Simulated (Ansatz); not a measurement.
## Response to strain in SiC

Take SiC (space group P6_3mc, No. 186; a = 3.058 Å, c = 10.012 Å) as the base.

Strains are applied to the cell and any free atomic positions relax.

The values are results of Ansatz (a quantum-chemistry and plane-wave program), LDA, PAW, cutoff 420 eV, no spin-orbit coupling, not measurements.

Notes on the quantities. pressure: mean of the normal stresses, compression positive.

```
variant                   band gap  width of the top valence band   pressure  shortest interatomic distance
------------------------  --------  -----------------------------  ---------  -----------------------------
base                       2.18 eV                        2.48 eV   0.00 GPa                        1.871 Å
isotropic strain −3.00 %   2.20 eV                        2.62 eV  25.05 GPa                        1.815 Å
isotropic strain −2.25 %   2.19 eV                        2.59 eV  17.91 GPa                        1.829 Å
isotropic strain −1.50 %   2.19 eV                        2.55 eV  11.38 GPa                        1.843 Å
```

Stability against distortions was not tested.
